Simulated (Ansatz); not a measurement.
Cost and result by functional for the surface energy of the (332) surface of fcc Au in its 1x1 cell, outermost plane spacing 0.44 Å in the ideal cut, in Ansatz (plane waves, PAW). Single points on the PBE structure, on one kind of machine; costs are rough ratios of the slab run's core time (references not counted) to the cheapest single point. r2SCAN's cost holds its higher cutoff (500 against 420 eV). Differences are taken against r2SCAN for comparison alone: no measured value is at hand, so the table doesn't rank accuracy.

Slab: 24 atoms, 10.2 Å thick at the start (thin: gaps and levels are the slab's own); k 13x3x1, smearing 0.1 eV, dipole-corrected; all atoms relaxed; start symmetry kept, larger cells not searched; no spin, no spin-orbit, no U. These notes are the PBE run's.

```csv
functional,relative cost,surface energy (J/m²),less r2SCAN (J/m²)
RPBE,1,0.52,-0.41
LDA,1,1.25,0.32
PBEsol,1,1.09,0.15
r2SCAN,2,0.94,0.00
PBE (the relaxed run's value),–,0.75,-0.18
```

The values span 0.73 J/m², while the single points' costs differ by a factor of roughly 2. Differences are of unrounded values.

Ansatz is a quantum-chemistry and plane-wave program.
